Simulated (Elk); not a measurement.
Elk run on Rh (Fm-3m, 1 atom in the cell): self-consistent single point.

Method of the run: PBE, all-electron FP-LAPW, Elk's shipped species files, LAPW+lo basis (Elk).

```yaml
crystal:
  lattice:
    - [0.00000, 1.90950, 1.90950]
    - [1.90950, 0.00000, 1.90950]
    - [1.90950, 1.90950, 0.00000]
  atoms:
    - { symbol: Rh, position: [0.00000, 0.00000, 0.00000] }
```

Reference input (self-consistent single point, DFT, PBE, all-electron FP-LAPW, Elk's shipped species files, LAPW+lo basis): xctype = 20; rgkmax = 8; swidth = 0.00367493 Ha; ngridk = 15 15 15; gmaxvr = 14 1/bohr; nxoapwlo = 1; rmtscf = 0.92; maxscl = 100. This run's input differs from it in these lines:

```diff
@@ -19,3 +19,3 @@
 swidth
-  0.00367493
+  0.0110248
 
@@ -36,3 +36,3 @@
 ngridk
-  15 15 15
+  24 24 24
```

The program printed (abridged):

```
│ Self-consistent loop started │
│ Loop number : 1 │
 total energy                :     -4783.19128227
│ Loop number : 2 │
 total energy                :     -4783.40784964
RMS change in Kohn-Sham potential (target) :   0.1693503962     (  0.1000000000E-05)
Absolute change in total energy (target)   :   0.2165673647     (  0.1000000000E-03)
│ Loop number : 3 │
 total energy                :     -4783.70614751
RMS change in Kohn-Sham potential (target) :   0.1605198956     (  0.1000000000E-05)
Absolute change in total energy (target)   :   0.3524397204     (  0.1000000000E-03)
│ Loop number : 4 │
   [... lines left out ...]
Absolute change in total energy (target)   :   0.1601895372E-02 (  0.1000000000E-03)
│ Loop number : 13 │
 total energy                :     -4785.34926911
RMS change in Kohn-Sham potential (target) :   0.8818078512E-06 (  0.1000000000E-05)
Absolute change in total energy (target)   :   0.2221674613E-03 (  0.1000000000E-03)
│ Loop number : 14 │
 total energy                :     -4785.34925863
RMS change in Kohn-Sham potential (target) :   0.5333232107E-06 (  0.1000000000E-05)
Absolute change in total energy (target)   :   0.6602009489E-04 (  0.1000000000E-03)
Convergence targets achieved

│ Loop number : 15 │

Energies :
 Fermi                       :     0.437226543038
 total energy                :     -4785.34923837

Density of states at Fermi energy :    37.61610741
 (states/Hartree/unit cell)

Estimated indirect band gap :   0.8266336571E-03
 from k-point    244 to k-point     50
Estimated direct band gap   :   0.6826524331E-02
 at k-point     81

Charges :
 core                        :    28.00000000
 valence                     :    17.00000000
 interstitial                :    1.503646843
 muffin-tins (core leakage)
  species :    1 (Rh)
   atom    1                 :    43.49635316     (  0.7825766701E-07)
 total in muffin-tins        :    43.49635316
 total calculated charge     :    45.00264268
 total charge                :    45.00000000
 error                       :   0.2642682575E-02

│ Self-consistent loop stopped │
```

The run converged in 15 iterations. The count includes the last loop, which Elk runs after its targets are met. Against the reference run the free energy falls by 183 meV/atom.

The starting cell has typed, rounded lattice constants, without a prior relaxation at this level. Its lattice was rescaled by up to half a per cent. Spin polarisation is off. Values depend on the basis (sphere radii, cutoffs, local orbitals), which need not be converged. The log's line on a gap gives a spacing of levels on this mesh, which the program prints for metals too.

Cost on one core of a shared machine: roughly 40 s.
